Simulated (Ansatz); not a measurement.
# Alloy series in Cu3N

The reference is Cu₃N (space group Pm-3m, No. 221).

Space group Pm-3m (No. 221); a = 3.7649 Å, b = 3.7649 Å, c = 3.7649 Å, α = 90.00°, β = 90.00°, γ = 90.00°

```
atom  site  symmetry       x       y       z
----  ----  --------  ------  ------  ------
N       1a      m-3m  0.0000  0.0000  0.0000
Cu      3d    4/mm.m  0.0000  0.0000  0.5000
```

The other end (x = 1) is Ga$_{3}$N (space group Pm-3m, No. 221; a hypothetical phase, not in the database extracts checked): 19.65 Å³/atom, gap zero; this end may not be an ambient phase.

Ga replaces a fraction x of Cu; each row is one arrangement (x, atoms in the cell, starting space group or random), fully relaxed.

Method: Ansatz (a program for electronic structure), PBEsol, PAW, cutoff 420 eV, scalar-relativistic without spin-orbit coupling.

Candidates:
(a) x(Ga) = 0.333, 8 atoms, Pmm2
(b) x(Ga) = 0.5, 8 atoms, R-3m
(c) x(Ga) = 0.5, 8 atoms, Cmmm

Base values:

The shortest interatomic distance is 1.882 Å.

Order them by shortest interatomic distance, highest first.

(b) x(Ga) = 0.5, 8 atoms, R-3m (1.844 Å), (c) x(Ga) = 0.5, 8 atoms, Cmmm (1.828 Å), (a) x(Ga) = 0.333, 8 atoms, Pmm2 (1.810 Å)

Each cell is one ordered arrangement of few atoms, which overstates ordering effects compared with a random alloy. Stability against distortions was not tested. All final runs are without spin polarisation. Under x(Ga) = 0.333, 8 atoms, Pmm2, x(Ga) = 0.5, 8 atoms, R-3m and x(Ga) = 0.5, 8 atoms, Cmmm the cell changed shape so far that it is another structure. Gaps under 0.05 eV, about the width of the smearing, are given as zero. The zero or small gap of GaCu2N and Cu3N can change with the level of theory.
